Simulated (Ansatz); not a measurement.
**A computed series for CdTe: pressure series**

The parent structure is CdTe in the zinc blende structure (space group F-43m, No. 216).

```
CELL_PARAMETERS angstrom
      0.00000     3.30930     3.30930
      3.30930     0.00000     3.30930
      3.30930     3.30930     0.00000
ATOMIC_POSITIONS crystal
  Te 0.75000 0.75000 0.75000
  Cd 0.00000 0.00000 0.00000
```

Cell and atoms are relaxed at each pressure.

All numbers come from Kohn–Sham DFT with the PBE functional, run in Ansatz (a quantum-chemistry and plane-wave program) with PAW and 420 eV plane waves, no spin-orbit coupling, earlier PAW set.

```csv
change,band gap,shortest interatomic distance
base,0.58 eV,2.866 Å
pressure −2 GPa,0.39 eV,2.931 Å
pressure −1 GPa,0.49 eV,2.896 Å
pressure 0.9 GPa,0.65 eV,2.843 Å
pressure 2.1 GPa,0.74 eV,2.816 Å
pressure 4.5 GPa,0.89 eV,2.772 Å
pressure 9 GPa,?,?
pressure 15 GPa,1.32 eV,2.645 Å
pressure 22.5 GPa,1.52 eV,2.587 Å
pressure 30 GPa,1.68 eV,2.541 Å
```

### Question
Some entries are withheld; estimate them.

### Answer

- pressure 9 GPa, band gap: 1.10 eV
- pressure 9 GPa, shortest interatomic distance: 2.708 Å

Spin-orbit coupling, missing from the scalar runs, can matter with Te. Load acts through the strain it causes; cell and atoms are relaxed under it. Stability against distortions was not tested. Measured, CdTe leaves this structure (for cinnabar) near 3.53 GPa (temperature not stated; as listed in Datta, Sujoy, Jana, Debnarayan, arXiv (2020)), on rising pressure, with hysteresis.
